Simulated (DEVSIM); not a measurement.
Structure: illuminated Si n-on-p cell, one wavelength, at 400 K.

Layer 1 from the left is Si, thickness (μm) 0.190, Nd (cm⁻³) 1.9e18, τn (s) 3.6e-6, τp (s) 1.9e-6, absorption coefficient (cm⁻¹) 7700. Layer 2 from the left is Si, thickness (μm) 27.0, Na (cm⁻³) 1.2e16, τn (s) 1.1e-5, τp (s) 1.1e-5, absorption coefficient (cm⁻¹) 7700.

Left contact: ohmic, minority hole recombination velocity 2000 cm/s. Right contact: ohmic, minority electron recombination velocity 10 cm/s. Voltage is applied to the left contact. Recombination: SRH at mid-gap, radiative, Auger. Light enters at the left, 4.1e16 photons cm⁻² s⁻¹, one pass, no reflection. Mobility is constant in doping.

Constants are typed, rounded textbook-type inputs, not results; the design itself was drawn at random and stands for no fabricated device. Values at 300 K; Nc and Nv go as T^1.5, mobilities as T to minus their exponent, the gap by Varshni's rule with the affinity fixed.

Si: gap (eV) 1.124, affinity (eV) 4.05, permittivity 11.7, Nc (cm⁻³) 2.86e19, Nv (cm⁻³) 3.1e19, μn (cm²/Vs) 1417, μp (cm²/Vs) 470, T exponent of μn 2.3, T exponent of μp 2.2, B (cm³/s) 4.7e-15, Cn (cm⁶/s) 2.8e-31, Cp (cm⁶/s) 9.9e-32, Varshni α (eV/K) 0.000473, Varshni β (K) 636.

Model (solved in DEVSIM): 1D drift-diffusion, Boltzmann statistics, complete ionisation; no tunnelling, impact ionisation, image-force lowering or self-heating.

Question: What does the simulation give for the share of generated pairs collected at short circuit, the largest field in the device at zero bias, the dark forward voltage at 1 A/cm²?

Answer: share of generated pairs collected at short circuit 0.998; largest field in the device at zero bias 95000 V/cm; dark forward voltage at 1 A/cm² 0.599 V.
